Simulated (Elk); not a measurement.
Elk run on Cr (Im-3m, 1 atom in the cell): self-consistent single point.

Method: PBE, all-electron FP-LAPW, Elk's shipped species files, default APW+lo basis (Elk).

The change in words: lattice scaled by 0.98. Reference geometry:
```yaml
crystal:
  lattice:
    - [-1.45440, 1.45440, 1.45440]
    - [1.45440, -1.45440, 1.45440]
    - [1.45440, 1.45440, -1.45440]
  atoms:
    - { symbol: Cr, position: [0.00000, 0.00000, 0.00000], spin: 3.0 }
```
(The spins are starting values, not results.)

Reference input (self-consistent single point, DFT, PBE, all-electron FP-LAPW, Elk's shipped species files, default APW+lo basis): xctype = 20; spinpol = true; stype = 0; swidth = 0.00734986 Ha; ngridk = 16 16 16; reducebf = 0.8; rmtscf = 0.93; nempty = 10 per atom; maxscl = 100; bfcmt = [[0.0, 0.0, -0.75]]. This run's input differs from it in these lines:

```diff
@@ -28,5 +28,5 @@
 avec
-   -2.7484176757    2.7484176757    2.7484176757
-    2.7484176757   -2.7484176757    2.7484176757
-    2.7484176757    2.7484176757   -2.7484176757
+   -2.6934493221    2.6934493221    2.6934493221
+    2.6934493221   -2.6934493221    2.6934493221
+    2.6934493221    2.6934493221   -2.6934493221
```

The program printed (abridged):

```
│ Self-consistent loop started │
│ Loop number : 1 │
 total energy                :     -1043.72817405
 total moment                :   0.5699095719
│ Loop number : 2 │
 total energy                :     -1043.96612679
 total moment                :   0.5705148984
RMS change in Kohn-Sham potential (target) :    2.697023367     (  0.1000000000E-05)
Absolute change in total energy (target)   :   0.2379527416     (  0.1000000000E-03)
│ Loop number : 3 │
 total energy                :     -1044.56927743
 total moment                :   0.4337072813
RMS change in Kohn-Sham potential (target) :    2.316659105     (  0.1000000000E-05)
   [... lines left out ...]
│ Loop number : 21 │
 total energy                :     -1050.93727868
 total moment                :   0.8635755245E-03
RMS change in Kohn-Sham potential (target) :   0.3722521759E-05 (  0.1000000000E-05)
Absolute change in total energy (target)   :   0.3972390914E-06 (  0.1000000000E-03)
│ Loop number : 22 │
 total energy                :     -1050.93727888
 total moment                :   0.5863850981E-03
RMS change in Kohn-Sham potential (target) :   0.9585489734E-06 (  0.1000000000E-05)
Absolute change in total energy (target)   :   0.1090422757E-06 (  0.1000000000E-03)
Convergence targets achieved

│ Loop number : 23 │

Energies :
 Fermi                       :     0.405760537153
 xc effective B-field        :    -0.592318507159E-08
 external B-field            :      0.00000000000
 total energy                :     -1050.93727853
 (external B-field energy excluded from total)

Density of states at Fermi energy :    17.08919855
 (states/Hartree/unit cell)

Estimated indirect band gap :   0.5689915823E-03
 from k-point     89 to k-point    109
Estimated direct band gap   :   0.2358071711E-02
 at k-point     83

Charges :
 core                        :    10.00000000
 valence                     :    14.00000000
 interstitial                :    1.445919785
 muffin-tins (core leakage)
  species :    1 (Cr)
   atom    1                 :    22.55408022     (  0.1407780559E-09)
 total in muffin-tins        :    22.55408022
 total calculated charge     :    24.00346455
 total charge                :    24.00000000
 error                       :   0.3464548212E-02

Moments :
 interstitial                :  -0.7814241612E-05
 muffin-tins
  species :    1 (Cr)
   atom    1                 :   0.5284456446E-03
 total in muffin-tins        :   0.5284456446E-03
 total moment                :   0.5206314030E-03

│ Self-consistent loop stopped │
```

The run converged in 23 iterations. The count includes the last loop, which Elk runs after its targets are met. Against the reference run the total energy falls by 32.9 meV/atom.

The starting cell was generated: these elements placed on a structure prototype, without a prior relaxation; it need not be a known phase or ordering of this composition. Its lattice was rescaled by a random factor within 2.5 % of one. For this run, on top of that: lattice scaled by 0.98. The starting moments vanished: the run ended non-magnetic, which need not be the lowest state. Values depend on the basis (sphere radii, cutoffs, local orbitals), which need not be converged. The log's line on a gap gives a spacing of levels on this mesh, which the program prints for metals too.

Cost on one core of a shared machine: roughly 40 s.
